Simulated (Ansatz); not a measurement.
The starting structures come from a database of crystals and need not be the phases stable at ambient conditions.

Tunnelling through a barrier is set by its complex band structure: the current falls as exp(−2κd) with the smallest κ.

```
CoSr3C3N3
1.0
    5.43335     0.00000     0.00000
    0.00000     8.71568     0.00000
    0.00000    -4.35784     7.54800
Sr Co C N
6 2 6 6
Direct
  0.75000   0.62715   0.93460
  0.25000   0.37285   0.06540
  0.25000   0.93460   0.30745
  0.75000   0.06540   0.69255
  0.75000   0.30745   0.37285
  0.25000   0.69255   0.62715
  0.75000   0.66667   0.33333
  0.25000   0.33333   0.66667
  0.75000   0.85151   0.30292
  0.25000   0.14849   0.69708
  0.25000   0.30292   0.45141
  0.75000   0.69708   0.54859
  0.75000   0.45141   0.14849
  0.25000   0.54859   0.85151
  0.75000   0.97688   0.27247
  0.25000   0.02312   0.72753
  0.25000   0.27247   0.29559
  0.75000   0.72753   0.70441
  0.75000   0.29559   0.02312
  0.25000   0.70441   0.97688
```

Space group of this cell: P6_3/m. The cell is taken as given; by PBEsol its mean pressure is -3.2 GPa.

Transport runs along the normal of the first two printed cell vectors, the (100) plane of the conventional cell.

No gap correction and no spin-orbit coupling; mid-gap values are interpolated between computed energies.

Problem. Predict the band gap and the smallest decay constant κ at mid-gap from PBEsol in Ansatz (a quantum-chemistry and plane-wave program).

Solution. Gap 1.12 eV on a 6×4×4 mesh; κ = 0.248 1/Å, at (0.000, 0.250) of the in-plane reciprocal vectors. At the zone centre, at the nearest computed energy, the slowest state has κ = 0.25 1/Å.
